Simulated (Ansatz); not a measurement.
Consider CuAu (space group P4/mmm, No. 123; relaxed with 0.1 eV smearing).

```
CELL_PARAMETERS angstrom
      2.86941     0.00000     0.00000
      0.00000     2.86941     0.00000
      0.00000     0.00000     3.64523
ATOMIC_POSITIONS crystal
  Cu 0.50000 0.50000 0.50000
  Au 0.00000 0.00000 0.00000
```

Cartesian axes are those of the cell as printed.

Method: Ansatz (a program for electronic structure), PBE, PAW, cutoff 420 eV, scalar-relativistic without spin-orbit coupling.

Base values:

The pressure is 0.0 GPa and the band gap is zero.

Now apply this change: compressive biaxial strain of 4.93 % in the plane normal to [001], as in epitaxy on a mismatched substrate; the out-of-plane cell vector and the atoms relax.

Q: How does this affect the ratio −ε⊥/ε∥, pressure and band gap?

A: The ratio −ε⊥/ε∥ amounts to 1.63; the pressure (mean of the normal stresses, compression positive) goes from zero to 4.7 GPa; the band gap stays zero.

Whether these cells are dynamically stable was not tested. All final runs are without spin polarisation.
